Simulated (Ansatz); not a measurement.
Start from ZnSe in the zinc blende structure (space group F-43m, No. 216).

```
ZnSe
1.0
    0.00000     2.83278     2.83278
    2.83278     0.00000     2.83278
    2.83278     2.83278     0.00000
Zn Se
1 1
Direct
  0.00000   0.00000   0.00000
  0.25000   0.25000   0.25000
```

Method: r2SCAN (Ansatz, a quantum-chemistry and plane-wave program, PAW, scalar-relativistic without spin-orbit coupling).

Strains are applied to the cell and any free atomic positions relax.

One change was made to it. Results:

```csv
quantity,base,after
"hole mass (degenerate bands, along [100])","0.13, 0.60, 0.60 mₑ (at Γ)","0.14, 0.59, 0.59 mₑ (at Γ)"
band gap,1.87 eV,1.93 eV
electron mass,0.12 mₑ (at Γ),0.13 mₑ (at Γ)
```

Which of these changes matches the shifts?
(A) isotropic strain −1.00 %
(B) isotropic strain −3.00 %
(C) isotropic strain −0.50 %
(D) isotropic strain −2.50 %

C, isotropic strain −0.50 %. For comparison, the band gap in the other runs: isotropic strain −2.50 % gives 2.20 eV; isotropic strain −1.00 % gives 2.00 eV; isotropic strain −3.00 % gives 2.27 eV.

Effective masses come from finite differences of ±0.01 Å⁻¹. Stability against distortions was not tested.
